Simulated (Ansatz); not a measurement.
# CeO2: pressure series

The reference is CeO₂ in the fluorite structure (space group Fm-3m, No. 225).

```xyz
3
Lattice="0.0000 2.7187 2.7187 2.7187 0.0000 2.7187 2.7187 2.7187 0.0000" Properties=species:S:1:pos:R:3 pbc="T T T"
Ce     0.0000     0.0000     0.0000
O      1.3593     1.3593     1.3593
O      4.0780     4.0780     4.0780
```

Cell and atoms are relaxed at each pressure.

Computed with r2SCAN, PAW, 500 eV (Ansatz, a quantum-chemistry and plane-wave program; scalar-relativistic without spin-orbit coupling).

```json
[
 {"change": "base", "smallest direct gap": "2.30 eV", "volume per atom": "13.40 Å³"},
 {"change": "pressure −2 GPa", "smallest direct gap": "2.26 eV", "volume per atom": "13.54 Å³"},
 {"change": "pressure −1 GPa", "smallest direct gap": "2.28 eV", "volume per atom": "(withheld)"},
 {"change": "pressure 0.9 GPa", "smallest direct gap": "2.31 eV", "volume per atom": "13.33 Å³"},
 {"change": "pressure 2.1 GPa", "smallest direct gap": "(withheld)", "volume per atom": "13.25 Å³"},
 {"change": "pressure 4.5 GPa", "smallest direct gap": "2.38 eV", "volume per atom": "13.10 Å³"},
 {"change": "pressure 9 GPa", "smallest direct gap": "2.45 eV", "volume per atom": "12.84 Å³"},
 {"change": "pressure 15 GPa", "smallest direct gap": "2.54 eV", "volume per atom": "12.52 Å³"},
 {"change": "pressure 22.5 GPa", "smallest direct gap": "(withheld)", "volume per atom": "12.18 Å³"},
 {"change": "pressure 30 GPa", "smallest direct gap": "2.72 eV", "volume per atom": "11.88 Å³"}
]
```

**Question.** What belongs in the blanks?

**Answer.** 
- pressure −1 GPa, volume per atom: 13.47 Å³
- pressure 2.1 GPa, smallest direct gap: 2.33 eV
- pressure 22.5 GPa, smallest direct gap: 2.63 eV

Load acts through the strain it causes; cell and atoms are relaxed under it. No phonon test of stability was made. No other phases were tried under pressure. Starting moments died away, wholly or in part, for the base; another magnetic solution may exist. All final runs are without spin polarisation.
